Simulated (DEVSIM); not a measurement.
System: Co/AlN/SiO2/p-Si capacitor, at 300 K.

Layer 1 from the left is AlN, thickness (nm) 12.0. Layer 2 from the left is SiO2, thickness (nm) 1.00. Layer 3 from the left is Si, thickness (nm) 1400, Na (cm⁻³) 3.4e16.

Metal gate on the left, work function 5 eV. Fixed charge at the semiconductor interface -1.7e10 cm⁻² (in units of +e); no interface traps.

Constants are typed, rounded textbook-type inputs, not results; the design itself was drawn at random and stands for no fabricated device. Values at 300 K.

AlN: gap (eV) 6.1, affinity (eV) 1.9, permittivity 8.5. SiO2: gap (eV) 9, affinity (eV) 0.9, permittivity 3.9. Si: gap (eV) 1.124, affinity (eV) 4.05, permittivity 11.7, Nc (cm⁻³) 2.86e19, Nv (cm⁻³) 3.1e19.

Task: Estimate by hand the flat-band voltage, the threshold voltage, and compare with a numerical solution.

Result: 
- Flat-band voltage: C = 0.531 μF/cm², work-function difference 0.002 V; VFB = φms − qNf/C = 0.01 V; numerical 0.01 V.
- Threshold voltage: φF = 0.387 V, depletion charge √(4εqNφF) = 9.34e-8 C/cm²; VT = VFB + 2φF + Qd/C = 0.96 V; numerical 0.96 V.

DEVSIM, 1D Poisson equation in equilibrium, Boltzmann statistics, complete ionisation; no quantum confinement or tunnelling. Metal contacts follow the ideal Schottky-Mott rule: no Fermi-level pinning, no interface dipoles.
